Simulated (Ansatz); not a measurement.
## A short convergence ladder for Sb (Pm-3m, 1 atom in the cell)

```yaml
crystal:
  lattice:
    - [3.07409, 0.00000, 0.00000]
    - [0.00000, 3.07409, 0.00000]
    - [0.00000, 0.00000, 3.07409]
  atoms:
    - { symbol: Sb, position: [0.00000, 0.00000, 0.00000] }
```

Base method: LDA (PW92), default PAW files made with PBE (plane waves; Ansatz, an electronic-structure program).

Base settings: basis.ecutwfc = 420 eV; kpoints.mp_grid.grid = 11 11 11; hamiltonian.xc = lda; hamiltonian.pseudopotentials = {kind: paw} (the program's default PAW files); scf.occupations.method = gaussian; scf.occupations.width = 0.1 eV.

The count of work is k-points × plane waves × bands × iterations; it is no time. 

**The size of a vacancy's supercell**

On Sb (Pm-3m, 2 atoms in the cell), and larger cells.

Steps: 2 x 1 x 1 supercell, one Sb atom taken out, nothing relaxed; 2 x 2 x 1 supercell, one Sb atom taken out, nothing relaxed; and so on, with the mesh thinned in proportion.

Only quantities that move along the ladder and can be compared are tabulated.

```tsv
atoms	unrelaxed vacancy energy (eV)	count of work / last
2	0.716	0.050
4	1.286	0.13
8	1.929	0.17
12	1.548	0.59
18	1.198	1.1
27	0.749	1.0
```

Smallest size that holds the unrelaxed vacancy energy within 0.1 eV: not settled: the last two steps still differ by 0.45 eV, over half the tolerance, so the ladder does not show it.

On the base run: the starting cell comes from a database of computed structures (which also holds hypothetical and non-ambient phases and stackings), without a prior relaxation at this level. Its lattice was rescaled by up to half a per cent.

Left out of this page: 1 run of the series stopped by limits of time or memory.

Keys are those of Ansatz 0.2.
